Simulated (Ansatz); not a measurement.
Start from BaTe in the rock salt structure (space group Fm-3m, No. 225; a = 6.9414 Å). Axes: x, y, z lie along the cube axes.

Calculations: PBEsol in Ansatz (plane waves to 420 eV, PAW, no spin-orbit coupling).

Strains are applied to the cell and any free atomic positions relax.

One change was made to it. Results:

The band gap falls by 0.02 eV, from 1.46 eV to 1.44 eV; the valence-band top at Γ (three highest levels, from the VBM) goes from 0.00, 0.00, 0.00 eV to 0.00, -0.01, -0.01 eV; the electron mass stays 1.3 mₑ along k, 0.26 mₑ across (at X).

Which change produced these results?
A. uniaxial strain ε_zz = +1.50 %
B. uniaxial strain ε_zz = −2.00 %
C. uniaxial strain ε_zz = −0.50 %
D. uniaxial strain ε_zz = −3.00 %

C, uniaxial strain ε_zz = −0.50 %. For comparison, the band gap in the other runs: uniaxial strain ε_zz = −3.00 % gives 1.32 eV; uniaxial strain ε_zz = +1.50 % gives 1.48 eV; uniaxial strain ε_zz = −2.00 % gives 1.37 eV.

Spin-orbit coupling, missing from the scalar runs, can matter with Te. Masses are band curvatures over ±0.01 Å⁻¹ around the edge. Along k means along the line from Γ to the band edge. Whether these cells are dynamically stable was not tested.

Ansatz is an electronic-structure program.
